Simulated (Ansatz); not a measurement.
Take NaI in the rock salt structure (space group Fm-3m, No. 225; a = 6.4021 Å) as the base. Axes: x, y, z lie along the cube axes.

Level of theory: PBEsol (Ansatz, an electronic-structure program; PAW; 420 eV plane waves; scalar-relativistic without spin-orbit coupling).

Before the change:

Valence-band top at Γ: 0.00, 0.00, 0.00 eV
Band gap: 3.60 eV

It is then changed as follows: tensile biaxial strain of 0.83 % in the plane normal to [111], as in epitaxy on a mismatched substrate; the out-of-plane cell vector and the atoms relax.

Problem. Estimate the effect on the ratio −ε⊥/ε∥, valence-band top at Γ and band gap.

Solution. The ratio −ε⊥/ε∥ comes out as 0.92; the valence-band top at Γ (three highest levels, from the VBM) goes from 0.00, 0.00, 0.00 eV to 0.00, -0.07, -0.07 eV; the band gap shrinks by 0.072 eV to 3.52 eV.

With I present, leaving out spin-orbit coupling can change the band edges. Whether these cells are dynamically stable was not tested.
